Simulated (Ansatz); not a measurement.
An Ansatz (a first-principles code) run: Y; plane-wave PAW DFT at the PBE level (Ansatz, 420 eV), no spin-orbit coupling.

Input:

Ansatz 0.2 input:
```yaml
crystal:
  lattice:
    - [3.6556397182, 0, 0]
    - [-1.8278198591, 3.1658768631, 0]
    - [0, 0, 5.6787013102]
  atoms:
    - { symbol: Y, position: [0.6666666667, 0.3333333333, 0.75] }
    - { symbol: Y, position: [0.3333333333, 0.6666666667, 0.25] }
basis: { ecutwfc: 420, ecutrho_ratio: 4, xc_grid: 2, fft_grid_basis: typed }
kpoints: { mp_grid: { grid: [15, 15, 8] } }
hamiltonian:
  xc: pbe
  dispersion: none
  pseudopotentials: { kind: paw }
scf: { occupations: { method: fermi_dirac, width: 0.05 }, convergence: { dr2_threshold: 0.0000000002 } }
output: { forces: true, stress: true }
checkpoint: { write: state.ck, write_every: 1000 }
```

Output (explanatory and most iteration lines left out):

```
Pseudopotential: Y, paw, valence charge 11
Crystal: 2 atoms, lattice volume = 65.721 Å³
Basis set: ecut = 420 eV, 1255 PW (Γ), exchange–correlation on 50×50×80 points (8 copies of the dense FFT grid, shifted against one another)
Bands: 15, of which v1, the nominal top of the filled ones, is band 11 counted from 1 (10 counted from 0)
Symmetry: 24 space group operations
Space group: P63/mmc (ITA 194), of the structure as read, at distance tolerance 4.0e-5 Å
k-points: 135 of 1800
Functional: x = pbe(κ = 0.804, μ = 0.2195149727645171), c = pbe(β = 0.06672455060314922)
SCF iter   1: F=—  HF=-7697.352211 eV  |F-HF|=—  |Δ(HF+E_count)|=         —  Δρ=1.63e-3  dr2=1.39e-3  ethr=1.77e-3  ⟨swp⟩=4.4  Hψ=8915  notcnv=0
SCF iter   2: F=—  HF=-7697.352608 eV  |F-HF|=—  |Δ(HF+E_count)|=   3.97e-4  Δρ=1.06e-3  dr2=5.70e-4  ethr=6.31e-6  ⟨swp⟩=2.2  Hψ=4518  notcnv=0
SCF 1 converged in 8 iterations: F = -7697.352950 eV  dr2 = 3.53e-11
SCF converged after 8 iterations
Free energy (F): -7697.352950 eV
Internal energy: -7697.321665 eV  (E = F + TS)
E sigma→0 (E₀):  -7697.337308 eV
Entropy (-TS):   -0.031284 eV (-15.642 meV/atom)
Fermi energy:    9.322737 eV
--- Forces (eV/Å), atoms counted from 1 ---
  atom   1  Y      0.00000000    -0.00000000     0.00000000
  atom   2  Y      0.00000000     0.00000000     0.00000000
--- Stress (GPa, compression-positive) ---
        0.004113       0.000000       0.000000
       -0.000000       0.004113       0.000000
        0.000000       0.000000       0.002569
  P = ⅓ Tr σ = 0.0036 GPa (0.036 kbar)
```

Stability against distortions was not tested. All final runs are without spin polarisation. The cell is Y in the hcp (Mg type) structure (space group P6_3/mmc, No. 194).
